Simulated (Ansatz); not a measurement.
The (201) surface of tetragonal WSi2 in its 1x1 cell (cut with top plane W, bottom plane W), outermost plane spacing 0.26 Å in the ideal cut (one of several cuts of this face), with 1 W a cell over the bulk's ratio

The numbers are results of PBE (plane waves to 420 eV, PAW; Ansatz, an electronic-structure program), not measurements.

Model: 40-atom slab, Si26W14, 10.3 Å thick at the start (thin: gaps and levels are the slab's own), 12x3x1 mesh, Fermi-Dirac 0.1 eV, dipole correction, all atoms relaxed; held to the start's symmetry, so lower structures may exist; no spin, no spin-orbit, no U.

```json
{
 "work_function_of_the_top_face": "4.49 eV",
 "energy_released_by_relaxation": "1.35 eV",
 "cost": "around 40 core-minutes (rough)"
}
```
